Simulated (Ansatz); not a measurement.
In a (14,0) ZnO nanotube, the lowest empty band has its minimum at Γ and lies 0.016 eV higher 0.0346 Å⁻¹ away along the axis.

Calculation: PBE (plane waves to 420 eV, PAW; Ansatz, an electronic-structure program). Mesh 1×1×6. No spin polarisation. Isolated but for its images some 11 Å away. A hypothetical model, rolled from the flat sheet. Only distortions within the start's symmetry and period were free.

### Question
Estimate the electron mass along the axis.

### Answer
For a parabola ΔE = ħ²Δk²/2m, and ħ²/2mₑ = 3.810 eV Å². So m/mₑ = 3.810 × 0.0346²/0.016 = 0.29. The curvature over a step a third as long gives 0.27; the band is close to a parabola here.
